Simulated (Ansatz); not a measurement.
# Rh under a change: uniaxial strain ε_zz = −2.57 %

Start from Rh in the fcc (Cu type) structure (space group Fm-3m, No. 225; a = 3.8000 Å). Axes: x, y, z lie along the cube axes.

Modification: uniaxial strain ε_zz = −2.57 %, all other strain components held at zero; the atoms relax in the strained cell.

The values are results of r2SCAN (Ansatz, an electronic-structure program, PAW, spin-orbit coupling left out), not measurements. Settings: 21×21×21 k-points, 0.05 eV Fermi–Dirac smearing.

```json
[
 {"quantity": "volume per atom", "base": "13.72 Å³", "changed": "13.37 Å³", "shift": "-0.35 Å³"},
 {"quantity": "space group", "base": "Fm-3m (No. 225)", "changed": "I4/mmm (No. 139)", "shift": "–"},
 {"quantity": "shortest interatomic distance", "base": "2.687 Å", "changed": "2.653 Å", "shift": "-0.034 Å"},
 {"quantity": "energy relative to the base (free energy F)", "base": "0 meV/atom", "changed": "+13 meV/atom", "shift": "+13 meV/atom"},
 {"quantity": "pressure (mean of the normal stresses, compression positive)", "base": "0.0 GPa", "changed": "8.0 GPa", "shift": "+8.0 GPa"},
 {"quantity": "band gap", "base": "zero", "changed": "zero", "shift": "–"},
 {"quantity": "stress (xx, yy, zz, yz, xz, xy; compression positive) (rough)", "base": "–", "changed": "(5.7, 5.7, 12.5, 0.0, 0.0, 0.0) GPa", "shift": "–"}
]
```

Final structure:

```
CELL_PARAMETERS angstrom
      0.00000     1.90000     1.85117
      1.90000     0.00000     1.85117
      1.90000     1.90000     0.00000
ATOMIC_POSITIONS crystal
  Rh 0.00000 0.00000 0.00000
```

Without a gap, meshes like the base's 21×21×21 leave anisotropic stresses uncertain by several tenths of a GPa, and small strain energies with them. Stability against distortions was not tested. All final runs are without spin polarisation.
